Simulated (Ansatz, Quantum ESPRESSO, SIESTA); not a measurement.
# Code comparison for AsPb₃ (P6_3/mmc, 8 atoms in the cell)

Relaxation of cell and atoms.

```
AsPb3
1.0
    6.91935     0.00000     0.00000
   -3.45967     5.99233     0.00000
    0.00000     0.00000     5.23918
As Pb
2 6
Cartesian
  3.45968   1.99744   1.30980
  0.00000   3.99489   3.92939
  1.80673   1.04312   3.92939
  1.65295   4.94922   1.30980
  0.00000   2.08623   1.30980
  3.45967   3.90610   3.92939
  5.11262   1.04312   3.92939
 -1.65295   4.94922   1.30980
```

Shared settings, as Ansatz (a quantum-chemistry and plane-wave program) writes them: kpoints.mp_grid.grid = 3 3 3; scf.occupations.method = gaussian; scf.occupations.width = 0.0073 Ry. Potentials and cutoffs stand in the table.

```csv
code,model,final volume (Å³/atom),cutoff
Ansatz,"PBEsol, PAW files made with PBE",27.21,default
Quantum ESPRESSO,"PBEsol, GBRV 1.5 ultrasoft (PBESOL) pseudopotentials",27.16,40 Ry
SIESTA,"GGA PBEsol, numerical atomic orbitals TZP, PseudoDojo PBEsol standard norm-conserving potentials (rewritten from UPF to PSML)",27.12,grid 400 Ry
```

On Ansatz's run: spin-orbit coupling is off.

The spread over the programs that give each value: final volume within 0.09 Å³/atom.

SIESTA uses small atom-centred bases, whose incompleteness enters pressures, forces and empty levels differently from a plane-wave cutoff. The programs treat the finite-basis stress differently while the cell relaxes: Ansatz adds an estimate of it.

The shared mesh is coarse (it stands for a supercell whose shortest vector is 16 Å), so the values are not converged in it.

The starting cell comes from a database of computed structures (which also holds hypothetical and non-ambient phases and stackings), without a prior relaxation at this level. Its lattice was rescaled by a random factor within 2.5 % of one.

Keys are those of Ansatz 0.2.
